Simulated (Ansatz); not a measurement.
The structure below was relaxed with r2SCAN (Ansatz, a first-principles code; PAW; 500 eV plane waves; spin-orbit coupling left out), earlier PAW set, at pressure 1.8 GPa.

Space group Fm-3m (No. 225); a = 11.117 Å, b = 11.117 Å, c = 11.117 Å, α = 90.00°, β = 90.00°, γ = 90.00°

```
atom  site  symmetry       x       y       z
----  ----  --------  ------  ------  ------
Cs      8c      -43m  0.2500  0.2500  0.2500
Ag      4b      m-3m  0.5000  0.5000  0.5000
Bi      4a      m-3m  0.0000  0.0000  0.0000
Br     24e      4m.m  0.0000  0.0000  0.2534
```

Write out a cell with all atoms.


```xyz
40
Lattice="11.1171 0.0000 0.0000 0.0000 11.1171 0.0000 0.0000 0.0000 11.1171" Properties=species:S:1:pos:R:3 pbc="T T T"
Cs     2.7793     8.3378     8.3378
Cs     2.7793     2.7793     8.3378
Ag     5.5586     0.0000     0.0000
Bi     0.0000     0.0000     0.0000
Br     2.8175     0.0000     0.0000
Br     8.2996     0.0000     0.0000
Br     5.5586     8.3761     0.0000
Br     5.5586     2.7410     0.0000
Br     5.5586     0.0000     8.3761
Br     0.0000     0.0000     8.2996
Cs     2.7793     2.7793     2.7793
Cs     2.7793     8.3378     2.7793
Ag     5.5586     5.5586     5.5586
Bi     0.0000     5.5586     5.5586
Br     2.8175     5.5586     5.5586
Br     8.2996     5.5586     5.5586
Br     5.5586     2.8175     5.5586
Br     5.5586     8.2996     5.5586
Br     5.5586     5.5586     2.8175
Br     0.0000     5.5586     2.7410
Cs     8.3378     8.3378     2.7793
Cs     8.3378     2.7793     2.7793
Ag     0.0000     0.0000     5.5586
Bi     5.5586     0.0000     5.5586
Br     8.3761     0.0000     5.5586
Br     2.7410     0.0000     5.5586
Br     0.0000     8.3761     5.5586
Br     0.0000     2.7410     5.5586
Br     0.0000     0.0000     2.8175
Br     5.5586     0.0000     2.7410
Cs     8.3378     2.7793     8.3378
Cs     8.3378     8.3378     8.3378
Ag     0.0000     5.5586     0.0000
Bi     5.5586     5.5586     0.0000
Br     8.3761     5.5586     0.0000
Br     2.7410     5.5586     0.0000
Br     0.0000     2.8175     0.0000
Br     0.0000     8.2996     0.0000
Br     0.0000     5.5586     8.3761
Br     5.5586     5.5586     8.2996
```
This is the conventional cell.

Load acts through the strain it causes; cell and atoms are relaxed under it. Stability against distortions was not tested. The cell was made from Cs₂AgBiBr₆ (space group Fm-3m, No. 225) by this change: pressure 1.8 GPa.
